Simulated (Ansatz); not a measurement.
An ideal cubic perovskite cell is held by its symmetry; such compounds can tilt or shift off centre at room temperature.

Input:

```
BaTiO3
1.0
    4.00768     0.00000     0.00000
    0.00000     4.00768     0.00000
    0.00000     0.00000     4.00768
Ba Ti O
1 1 3
Cartesian
  2.00384   2.00384   2.00384
  0.00000   0.00000   0.00000
  2.00384   0.00000   0.00000
  0.00000   2.00384   0.00000
  0.00000   0.00000   2.00384
```

Space group of this cell: Pm-3m, cubic perovskite. The cell is taken as given; by r2SCAN its mean pressure is -1.8 GPa.

The current runs along the normal of the first two printed vectors, the (001) plane. All runs by Ansatz (a quantum-chemistry and plane-wave program), plane waves and PAW, without spin-orbit coupling; the base is r2SCAN.

```
run                                                      mean pressure (GPa)  gap (eV)  mid-gap κ (1/Å)
-------------------------------------------------------  -------------------  --------  ---------------
base                                                                    -1.8      2.15            0.249
all lengths scaled by 0.98                                              10.2      2.30            0.251
all lengths scaled by 1.02                                             -10.8      2.00            0.245
lda in place of r2scan                                                  -9.6         …                …
lengths across the current scaled by 0.98, ions clamped                  5.9      2.20            0.249
lengths across the current scaled by 1.02, ions clamped                 -8.0      2.01            0.248
lengths along the current scaled by 0.97, ions clamped                   4.1         …                …
lengths along the current scaled by 1.03, ions clamped                  -6.4         …                …
pbesol in place of r2scan                                               -4.8      1.76            0.232
```

Q: What belongs in the gaps?

A: 
- lda in place of r2scan, gap (eV): 1.72
- lda in place of r2scan, mid-gap κ (1/Å): 0.231
- lengths along the current scaled by 0.97, ions clamped, gap (eV): 2.16
- lengths along the current scaled by 0.97, ions clamped, mid-gap κ (1/Å): 0.252
- lengths along the current scaled by 1.03, ions clamped, gap (eV): 2.02
- lengths along the current scaled by 1.03, ions clamped, mid-gap κ (1/Å): 0.244
